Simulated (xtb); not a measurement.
xtb 6.7.1, GFN2-xTB: Cc1c(F)c(F)c(-c2ccc3c(c2)oc2cc(-c4cc5cc6sccc6cc5s4)ccc23)c(F)c1F, 50 atoms. The geometry is a generated start, not checked to be a minimum at this level.

```
Quantity                                                                                                        Value
------------------------  -------------------------------------------------------------------------------------------
method                                                                                                       GFN2-xTB
--acc                                                                                                     1 (default)
--etemp (K)                                                                                             300 (default)
detailed input (--input)  none: ANC optimiser, Lindh (1995) Hessian, microcycle=20, maxdispl=1.0, hlow=0.01 (default)
basis functions                                                                                                   170
valence electrons                                                                                                 176
```

The structure is relaxed from this start with --opt LEVEL for the levels crude, sloppy, loose, lax, normal, tight, vtight, extreme, once each. Up to the end of the extreme run atoms move by at most 1.5 Å along an axis.

Problem. What is the loosest level that ends within 5 meV of the extreme run, and how many cycles does it take?

Solution. normal: 45 cycles against 94, ending 1.2 meV above.

| level | cycles | energy above the extreme run (meV) | gradient norm (eV/Å) |
|---|---|---|---|
| crude | 5 | 49 | 0.28 |
| sloppy | 14 | 14 | 0.21 |
| loose | 18 | 10 | 0.095 |
| lax | 22 | 6.5 | 0.035 |
| normal | 45 | 1.2 | 0.021 |
| tight | 51 | 0.94 | 0.010 |
| vtight | 79 | 0.054 | 0.0041 |
| extreme | 94 | — | 0.0023 |
